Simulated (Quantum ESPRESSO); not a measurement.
Worked example: relaxation of the atoms of LuAu2 (I4mm, 3 atoms in the cell) in Quantum ESPRESSO.

Computed with LDA (PZ), PSlibrary PAW (LDA) pseudopotentials (plane waves; Quantum ESPRESSO 7.5).

Input:

```fortran
&control
 calculation = 'relax'
 outdir = './work'
 pseudo_dir = './'
 forc_conv_thr = 7.8e-03
/
&system
 ibrav = 7
 celldm(1) = 6.9223767096
 celldm(3) = 2.441031305178
 nat = 3
 ntyp = 2
 ecutwfc = 50
 ecutrho = 450
 occupations = 'smearing'
 smearing = 'gaussian'
 degauss = 0.0073499
/
&electrons
 conv_thr = 1e-10
 mixing_beta = 0.5
/
&ions
/
ATOMIC_SPECIES
Lu   174.9668  Lu.pz-spdn-kjpaw_psl.1.0.0.UPF
Au   196.9666  Au.pz-n-kjpaw_psl.1.0.0.UPF
ATOMIC_POSITIONS angstrom
Lu    0.0000000000    0.0000000000    0.1500003390
Au    0.0000000000    0.0000000000    5.9368837581
Au    0.0000000000    0.0000000000    3.0050142419
K_POINTS automatic
6 6 6  0 0 0
```

Output (repeated stretches shortened):

```
     Self-consistent Calculation

     iteration #  1     ecut=    50.00 Ry     beta= 0.50

     total energy              =   -2158.39200775 Ry
     estimated scf accuracy    <       0.39266136 Ry

     iteration #  2     ecut=    50.00 Ry     beta= 0.50

     total energy              =   -2158.53204954 Ry
     estimated scf accuracy    <       0.13672641 Ry

     iteration #  3     ecut=    50.00 Ry     beta= 0.50

     total energy              =   -2158.55256415 Ry
     estimated scf accuracy    <       0.00534645 Ry

   [... 14 blocks of this kind left out ...]

     iteration # 18     ecut=    50.00 Ry     beta= 0.50

     total energy              =   -2158.55654019 Ry
     estimated scf accuracy    <          1.0E-10 Ry

     iteration # 19     ecut=    50.00 Ry     beta= 0.50
     End of self-consistent calculation

     the Fermi energy is    13.8712 ev

!    total energy              =   -2158.55654019 Ry
     estimated scf accuracy    <          5.7E-12 Ry
     smearing contrib. (-TS)   =      -0.00044860 Ry
     internal energy E=F+TS    =   -2158.55609160 Ry

     convergence has been achieved in  19 iterations

     Forces acting on atoms (cartesian axes, Ry/au):

     atom    1 type  1   force =     0.00000000    0.00000000   -0.03251066
     atom    2 type  2   force =    -0.00000000    0.00000000    0.01450906
     atom    3 type  2   force =     0.00000000   -0.00000000    0.01800160

     Total force =     0.039894     Total SCF correction =     0.000001

     BFGS Geometry Optimization
     Energy error            =      1.6E-03 Ry
     Gradient error          =      3.3E-02 Ry/Bohr

   [... lines left out ...]
     the Fermi energy is    13.8661 ev
!    total energy              =   -2158.56107192 Ry
     Total force =     0.000087     Total SCF correction =     0.000002
     bfgs converged in   6 scf cycles and   5 bfgs steps
   [... lines left out ...]

     End of BFGS Geometry Optimization

     Final energy             =   -2158.5610719183 Ry

     File ./work/pwscf.bfgs deleted, as requested
Begin final coordinates

ATOMIC_POSITIONS (angstrom)
Lu               0.0000000000        0.0000000000        0.0500156535
Au               0.0000000000        0.0000000000        5.9820290829
Au               0.0000000000        0.0000000000        3.0598536025
End final coordinates

   JOB DONE.
```

The run converged.  The full log also holds: “WARNING: bfgs curvature condition failed, Theta= 0.979”.

Summary of the result:
| Item | Value |
|---|---|
| Free energy E − TS | -29368.7195 eV |
| Fermi level (on the code's own zero) | 13.87 eV |
| Largest force (vector length) | 0.002 eV/Å |
| Relaxation steps | 5 |

The starting cell comes from a database of computed structures (which also holds hypothetical and non-ambient phases and stackings), without a prior relaxation at this level. Its lattice was rescaled by up to half a per cent. For this run, on top of that: one atom moved by 0.15 angstrom. The relaxation keeps the symmetry of its start, so its end need not be a minimum.

Cost on one core of a shared machine: roughly 8 min.
